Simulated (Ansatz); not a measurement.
**How the cohesive energy of L1₂ (Cu3Au-type) Pt₃Ti moves with the method**

No measured value is used here.

```csv
level (code),value (eV/atom),cell (Å³/atom)
LDA (Ansatz),?,14.53
PBE (Ansatz),6.33,15.38
PBE-D4 (Ansatz),6.95,15.00
PBEsol-D3(BJ) (Ansatz),7.91,14.38
rVV10 (Ansatz),6.57,15.79
r²SCAN (Ansatz),6.35,15.07
r²SCAN-D4 (Ansatz),6.56,14.96
r²SCAN+rVV10 (Ansatz),?,14.92
HSE06 (Ansatz),5.71,14.94
Hartree–Fock (Ansatz),1.58,15.51
```

Q: Fill in the missing entries.

A: 
- LDA (Ansatz, a first-principles code), value (eV/atom): 7.85
- r²SCAN+rVV10 (Ansatz), value (eV/atom): 6.74

Free atoms are spin-polarised, in the lowest state found; at levels without +SOC their spin–orbit coupling is left out.  Density-functional levels without +SOC have no spin–orbit coupling, which shifts binding energies of heavy elements. PBE, PBE-D4, PBEsol-D3(BJ), HSE06, Hartree–Fock: the free atom's electronic state is in doubt. HSE06, Hartree–Fock: the run has no spin polarisation, so it can have missed a magnetic state. Each level is taken at its own relaxed cell. Cutoffs and k meshes differ between the levels. Ansatz's density-functional and Hartree–Fock values are scalar-relativistic unless marked +SOC, with PAW data made under PBE.
